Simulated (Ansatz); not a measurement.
**Ti, response to strain**

Take Ti in the hcp (Mg type) structure (space group P6_3/mmc, No. 194; a = 2.9364 Å, c = 4.6402 Å; relaxed with 0.1 eV smearing) as the base. Axes: x lies along a and z along c of the hexagonal cell.

Strains are applied to the cell and any free atomic positions relax; under biaxial strain the out-of-plane vector relaxes too.

All numbers come from DFT with r2SCAN, PAW potentials and a 500 eV plane-wave cutoff in Ansatz (a first-principles code), without spin-orbit coupling.

Notes on the quantities. pressure: mean of the normal stresses, compression positive.

```tsv
variant	pressure	shortest interatomic distance
base	0.0 GPa	2.874 Å
biaxial strain +0.50 %, plane normal [001], relaxed out of plane	-0.7 GPa	2.871 Å
biaxial strain +1.00 %, plane normal [001], relaxed out of plane	-1.4 GPa	2.869 Å
biaxial strain +1.50 %, plane normal [001], relaxed out of plane	-2.1 GPa	2.867 Å
biaxial strain +2.00 %, plane normal [001], relaxed out of plane	-2.7 GPa	2.865 Å
biaxial strain +2.50 %, plane normal [001], relaxed out of plane	-3.3 GPa	2.863 Å
biaxial strain +3.00 %, plane normal [001], relaxed out of plane	-3.9 GPa	2.862 Å
```

Whether these cells are dynamically stable was not tested. The final runs are not spin-polarised.
